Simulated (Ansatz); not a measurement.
```
CELL_PARAMETERS angstrom
      0.00000     4.12873     4.12873
      4.12873     0.00000     4.12873
      4.12873     4.12873     0.00000
ATOMIC_POSITIONS crystal
  K  0.75000 0.75000 0.75000
  K  0.25000 0.25000 0.25000
  Na 0.50000 0.50000 0.50000
  Ga 0.00000 0.00000 0.00000
  F  0.76982 0.23018 0.23018
  F  0.23018 0.76982 0.76982
  F  0.23018 0.76982 0.23018
  F  0.76982 0.23018 0.76982
  F  0.23018 0.23018 0.76982
  F  0.76982 0.76982 0.23018
```

The cell is a database entry relaxed within its symmetry; it need not be the phase found at ambient conditions. Dynamical quadrupoles are not included in the interpolation of the phonons between the solved wave vectors.

**Question.** Is this relaxed cell dynamically stable according to harmonic phonons (finite displacements on a 4×4×4 mesh, PBEsol in Ansatz, a first-principles code, k mesh 4×4×4)? If not, where is the strongest instability?

**Answer.** No. The softest mode is 39i cm⁻¹ at q = (0.000, 0.000, 0.000) in fractions of the reciprocal vectors of this cell, and 10 of the 64 wave vectors of the mesh carry a mode beyond 15i cm⁻¹.

The PAW data sets were generated under PBE and serve the other functionals too.
